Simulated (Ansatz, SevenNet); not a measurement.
**Bulk modulus of AlB2-type ZrB₂ at several levels of theory**

No measured value is used here.

```
level (code)              value (GPa)  cell (Å³/atom)
------------------------  -----------  --------------
SevenNet-0 (SevenNet)             229           10.36
SevenNet-l3i5 (SevenNet)          246           10.36
LDA (Ansatz)                      261            9.88
PBE (Ansatz)                      238           10.28
PBEsol (Ansatz)                   250           10.07
r²SCAN (Ansatz)                   242           10.28
```

Each level is taken at its own relaxed cell. Cutoffs differ between the levels. Ansatz's density-functional and Hartree–Fock values are scalar-relativistic unless marked +SOC, with PAW data made under PBE.

Machine-learned potentials (SevenNet-0, SevenNet-l3i5) are trained on DFT data, which may include these solids.

Ansatz is a program for electronic structure.
